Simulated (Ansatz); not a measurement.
**The (0001) surface of hcp Ti, (√3x√3)R30°, one Ti site of the top plane empty (bottom of the slab: a bare face, its two planes held)**

Computed with PBE (plane waves to 420 eV, PAW; Ansatz, a first-principles code).

Model: 17-atom slab, 11.6 Å thick at the start, 9x9x1 mesh, Fermi-Dirac 0.1 eV, dipole correction, 6 atoms held, the rest relaxed; held to the start's symmetry, so lower structures may exist; no spin, no spin-orbit, no U. In PBE it lies 0.27 eV a 1x1 cell over the lowest computed structure of the same composition (one row in 3 of the top plane missing).

The work function of the top face comes out as 3.48 eV and the energy released by relaxation comes out as 0.34 eV. The cost comes out as around 6 core-minutes (rough).
